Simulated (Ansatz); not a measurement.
The starting structures come from a database of crystals and need not be the phases stable at ambient conditions.

The decay constant κ of evanescent states in the gap governs leakage through a thin film.

```
SrZnCl4
1.0
    8.55363     0.00000     0.00000
    3.60855     7.75519     0.00000
    2.47254    -3.87759     4.59882
Sr Zn Cl
2 2 8
Direct
  0.00000   0.00000   0.00000
  0.25000   0.25000   0.50000
  0.75000   0.75000   0.50000
  0.50000   0.50000   0.00000
  0.57430   0.26334   0.58606
  0.92728   0.41036   0.39702
  0.26334   0.57430   0.41394
  0.41036   0.92728   0.60298
  0.67570   0.98666   0.91394
  0.32272   0.83964   0.10298
  0.98666   0.67570   0.08606
  0.83964   0.32272   0.89702
```

Space group of this cell: I4_1/a. The cell is taken as given.

Transport runs along the normal of the first two printed cell vectors, the (110) plane of the conventional cell.

The gap is the functional's own, uncorrected, and κ follows it; spin-orbit coupling is left out. Mid-gap values are interpolated between the computed energies.

### Question
Predict the band gap and the smallest decay constant κ at mid-gap from r2SCAN (Ansatz, a quantum-chemistry and plane-wave program).

### Answer
Gap 5.19 eV on a 8×8×8 mesh; κ = 0.361 1/Å, at the zone centre.
